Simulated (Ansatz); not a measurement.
What P → C does to GaP

The reference is GaP in the zinc blende structure (space group F-43m, No. 216; a = 5.506 Å).

One thing is altered: C takes the place of P on all its sites; the structure is relaxed again.

Computed with PBE (Ansatz, a first-principles code), without spin-orbit coupling, earlier PAW set. k-mesh 17×17×17 (Γ-centred); smearing 0.05 eV (Fermi–Dirac), for the changed cell.

| quantity | base | changed | shift |
|---|---|---|---|
| density | 4.01 g/cm³ | 5.25 g/cm³ | +1.24 g/cm³ |
| lattice parameter a | 5.506 Å | 4.694 Å | -0.8128 Å |
| space group | F-43m (No. 216) | F-43m (No. 216) | – |
| band gap | 1.58 eV | zero | – |

Stability against distortions was not tested. As relaxed here, GaC is a hypothetical phase, not in the database extracts checked. All final runs are without spin polarisation. An odd electron count without spin: GaC.
